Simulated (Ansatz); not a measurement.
## BaTiO3: response to strain

The reference is BaTiO3 in the cubic perovskite structure (space group Pm-3m, No. 221; a = 3.994 Å). Axes: x, y, z lie along the cube axes.

Strains are applied to the cell and any free atomic positions relax; under biaxial strain the out-of-plane vector relaxes too.

The values are results of r2SCAN in Ansatz (plane waves to 500 eV, PAW, without spin-orbit coupling), earlier PAW set, not measurements.

Notes on the quantities. energy relative to the base: free energy F.

| change | band gap | energy relative to the base | gap character |
|---|---|---|---|
| base | 2.18 eV | 0 meV/atom | indirect, R → Γ |
| biaxial strain +2.83 %, plane normal [110], relaxed out of plane | 1.93 eV | +23 meV/atom | indirect, T → Γ |
| isotropic strain −3.00 % | 2.39 eV | +65 meV/atom | direct at Γ |
| isotropic strain −2.92 % | 2.38 eV | +61 meV/atom | direct at Γ |
| isotropic strain −0.60 % | 2.22 eV | +2.4 meV/atom | indirect, R → Γ |
| uniaxial strain ε_xx = +4.16 % | 2.00 eV | +19 meV/atom | indirect, A → Γ |
| uniaxial strain ε_yy = +1.08 % | 2.13 eV | +1.4 meV/atom | indirect, A → Γ |
| uniaxial strain ε_zz = +0.96 % | 2.13 eV | +1.1 meV/atom | indirect, A → Γ |

Whether these cells are dynamically stable was not tested. All final runs are without spin polarisation. Many cubic perovskites are stable only at high temperature; tilts and polar distortions were not tested. This is not the structure that BaTiO3 has at room temperature and ambient pressure. Labels are those of the standard path for the cell's own space group.

Ansatz is a program for electronic structure.
